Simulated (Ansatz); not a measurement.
Nb_Hf in monoclinic HfO2 (start: the Hf site; 96-site cell, 2×2×2 shifted sampling), O-rich (Δμ(Hf) = -10.38 eV, Δμ(Nb) = -9.27 eV, bounded by Nb2O5 (C2/c); only phases computed here count, gases as isolated molecules at 0 K). Calculation: PBE, PAW (plane waves to 420 eV; Ansatz, a first-principles code). In charge state +1 (not spin-polarised) the formation energy is -0.67 eV with the Fermi level at the valence-band maximum; take the Fermi level 2.60 eV above it, where this charge is the stable one. The crystal has 2.82 × 10^22 Hf sites per cm³.

Problem. Estimate the equilibrium concentration at 1300 K in the dilute limit, leaving out vibrational entropy and degeneracy.

Solution. E_f = -0.67 + (+1)(2.6) = 1.93 eV; kT = 0.1120 eV; c = N exp(−E_f / kT) = 2.82 × 10^22 × exp(−17.2) ≈ 9 × 10^14 cm^-3. An error of 0.2 eV in E_f moves this by a factor of 6.
